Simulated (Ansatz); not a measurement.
For AlCl3 (C2/m, No. 12), LDA in Ansatz (PAW) gives:

```
Quantity                             Result
-----------------------------  ------------
cohesive energy                4.11 eV/atom
band gap at the measured cell       4.99 eV
```

Problem. What does HSE06 (plane waves, PAW; Ansatz, a program for electronic structure) give for the same quantities?

Solution. 
- cohesive energy: 3.50 eV/atom (drops by 0.61 eV/atom)
- band gap at the measured cell: 6.69 eV (increases by 1.70 eV)

Changes are worked out from the printed values.

Unless a cell is named, each level is at its own relaxed cell (LDA 21.00, HSE06 25.95 Å³/atom).

Density-functional gaps are differences of (generalised) Kohn–Sham levels.

Ansatz's density-functional and Hartree–Fock values are scalar-relativistic unless marked +SOC, with PAW data made under PBE.
